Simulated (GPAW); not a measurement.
Input and output of a self-consistent single point for TiO2 (I4_1/amd, 6 atoms in the cell) (GPAW).

Method of the run: PBE, GPAW PAW datasets PBE (gpaw-data 1.0.1) (plane waves; GPAW).

```yaml
crystal:
  lattice:
    - [-1.89250, 1.89250, 4.75500]
    - [1.89250, -1.89250, 4.75500]
    - [1.89250, 1.89250, -4.75500]
  atoms:
    - { symbol: Ti, position: [0.75000, 0.25000, 0.50000] }
    - { symbol: Ti, position: [0.00000, 0.00000, 0.00000] }
    - { symbol: O, position: [0.54200, 0.04200, 0.50000] }
    - { symbol: O, position: [0.79200, 0.79200, 0.00000] }
    - { symbol: O, position: [0.20800, 0.20800, 0.00000] }
    - { symbol: O, position: [0.95800, 0.45800, 0.50000] }
```

Reference input (self-consistent single point, DFT PBE, plane waves, GPAW PAW datasets PBE (gpaw-data 1.0.1)): mode = pw; ecut = 900 eV; xc = PBE; kpts = 6 6 6; mesh shift (steps) = 0 0 0; occupations.name = fermi-dirac; occupations.width = 0.05 eV; nbands = -6; convergence.forces = 0.001 eV/Å; convergence.bands = -4; symmetry.symmorphic = false; symmetry.tolerance = 0.0005. This run's input differs from it in these lines:

```diff
@@ -18,3 +18,3 @@
             xc='PBE',
-            kpts={'size': (6, 6, 6), 'gamma': True},
+            kpts={'size': (4, 4, 4), 'gamma': True},
             occupations=FermiDirac(0.05),
```

Log, with long lists cut:

```
     iter     time        total  log10-change:
                         energy   eigst   dens  force
iter:   1 --:--:--   -61.667179   +0.40
iter:   2 --:--:--   -58.667156   -0.78  -0.90
iter:   3 --:--:--   -52.184056   +0.65  -0.95
iter:   4 --:--:--   -54.348901   -0.55  -1.39
iter:   5 --:--:--   -54.886528   -1.06  -1.15
   [... 5 lines left out ...]
iter:  11 --:--:--   -52.556464   -2.19  -2.07
iter:  12 --:--:--   -52.476713   -2.44  -1.92
iter:  13 --:--:--   -52.423859   -1.36  -2.08
iter:  14 --:--:--   -52.426532   -2.19  -2.30
iter:  15 --:--:--   -52.427084c  -2.47  -2.34
iter:  16 --:--:--   -52.430430c  -2.47  -2.34
   [... lines left out ...]
   [... 11 lines left out ...]
iter:  31 --:--:--   -52.423895c  -4.90  -3.58
iter:  32 --:--:--   -52.423900c  -6.09  -3.82
iter:  33 --:--:--   -52.423895c  -5.81  -3.91
iter:  34 --:--:--   -52.423899c  -5.80  -3.90
iter:  35 --:--:--   -52.423897c  -6.05  -4.09c
iter:  36 --:--:--   -52.423897c  -6.26  -4.24c
iter:  37 --:--:--   -52.423896c  -7.06  -4.32c
iter:  38 --:--:--   -52.423896c  -8.09c -4.39c
iter:  39 --:--:--   -52.423896c  -8.03c -4.43c -2.66
iter:  40 --:--:--   -52.423896c  -7.24  -4.48c
iter:  41 --:--:--   -52.423896c  -7.87c -4.54c -2.36
iter:  42 --:--:--   -52.423896c  -8.20c -4.59c -3.74c
Converged after 42 iterations.

Dipole moment: (-6.373722, 6.373722, 0.000000) |e|*Ang

Energy contributions relative to reference atoms: (reference = -54611.437768)

Kinetic:        +62.568917
Potential:      -71.901405
External:        +0.000000
XC:             -44.373238
Entropy (-ST):   -0.000000
Local:           +1.281829
SIC:             +0.000000
--------------------------
Free energy:    -52.423896
Extrapolated:   -52.423896

Showing only first 2 kpts
 Kpt  Band  Eigenvalues  Occupancy
  0    22      3.65351    2.00000
  0    23      3.65352    2.00000
  0    24      6.25841    0.00000
  0    25      7.00252    0.00000

  1    22      3.52935    2.00000
  1    23      3.87557    2.00000
  1    24      7.13274    0.00000
  1    25      7.28253    0.00000

Fermi level: 5.17141

Gap: 2.176 eV
Transition (v -> c):
   [... lines left out ...]
Direct gap: 2.468 eV
   [... lines left out ...]
  0 Ti    0.00000    0.00000    0.00000
  1 Ti    0.00000    0.00000    0.00000
  2 O     0.00000    0.00000   -0.17160
  3 O     0.00000    0.00000   -0.17160
  4 O     0.00000    0.00000    0.17160
  5 O     0.00000    0.00000    0.17160

Stress tensor:
    -0.037614    -0.000000    -0.000000
    -0.000000    -0.037614    -0.000000
    -0.000000    -0.000000    -0.048167
Stress (GPa, Voigt): [-6.0265 -6.0265 -7.7172 -0.     -0.     -0.    ]
```

The run converged in 42 iterations. GPAW prints stress with tension positive. Against the reference run the free energy is nearly the same (within 1 meV/atom), the largest force goes from 0.160 to 0.172 eV/Å and the gap on the mesh hardly changes (2.179 to 2.176 eV).

At such cutoffs GPAW's stress carries a finite-basis (Pulay) error, which enters relaxed cells too; its log prints stress with tension positive.

The starting cell has typed, rounded lattice constants, without a prior relaxation at this level.

Cost on one core of a shared machine: roughly 2 min.
